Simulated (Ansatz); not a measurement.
Given:

```
CELL_PARAMETERS angstrom
      0.00000     2.02750     2.02750
      2.02750     0.00000     2.02750
      2.02750     2.02750     0.00000
ATOMIC_POSITIONS crystal
  Ag 0.00000 0.00000 0.00000
```

Computed with PBEsol with spin-orbit coupling, rigid bands (plane waves, PAW; Ansatz, a quantum-chemistry and plane-wave program). Condition of this run: spin-orbit coupling switched on. Geometry: cell and atoms relaxed with PBEsol.

Task: Predict the product ρ₀λ of resistivity and mean free path that follows from the Fermi surface's area.

Result: 8.4 ×10⁻¹⁶ Ω·m².

Task: And the Drude plasma energy and the root-mean-square Fermi velocity at 300 K?

Result: 9.2 eV; 1.4e6 m/s.

A metal at this level (no band gap); rigid bands, thermally averaged at 300 K, both spins. τ is one relaxation time for all states; the product of resistivity and mean free path takes one path for all states instead.
